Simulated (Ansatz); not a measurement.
## What tensor shear ε_xz = +1.00 % does to TiO2

Consider TiO₂ in the anatase structure (space group I4_1/amd, No. 141; a = 3.739 Å, c = 9.455 Å). Axes: x, y, z lie along a, b, c of the conventional cell.

Perturbation: tensor shear ε_xz = +1.00 % (engineering shear γ = 0.0200); the atoms relax in the strained cell.

Level of theory: DFT with LDA, PAW potentials and a 420 eV plane-wave cutoff in Ansatz (a quantum-chemistry and plane-wave program), spin-orbit coupling left out. Settings: 12×12×12 k-points, 0.05 eV Fermi–Dirac smearing.

```tsv
quantity	base	changed	shift
volume per atom	11.02 Å³	11.02 Å³	0.00 Å³
space group	I4_1/amd (No. 141)	C2/m (No. 12)	–
shortest interatomic distance	3.612 bohr	3.606 bohr	-0.006 bohr
energy relative to the base (free energy F)	0 meV/atom	+0.6 meV/atom	+0.6 meV/atom
pressure (mean of the normal stresses, compression positive)	0.00 GPa	-0.03 GPa	-0.03 GPa
band gap	2.08 eV	2.09 eV	+0.004 eV
gap character	–	indirect, L₂–Γ (13 % along) → Γ	–
smallest direct gap	2.44 eV	2.44 eV	0.00 eV
largest internal atomic displacement	–	0.028 Å	–
stress (xx, yy, zz, yz, xz, xy; compression positive)	–	(0.01, -0.11, 0.00, 0.00, -0.94, 0.00) GPa	–
```

Whether these cells are dynamically stable was not tested. All final runs are without spin polarisation. k-point labels follow each cell's own Brillouin zone.
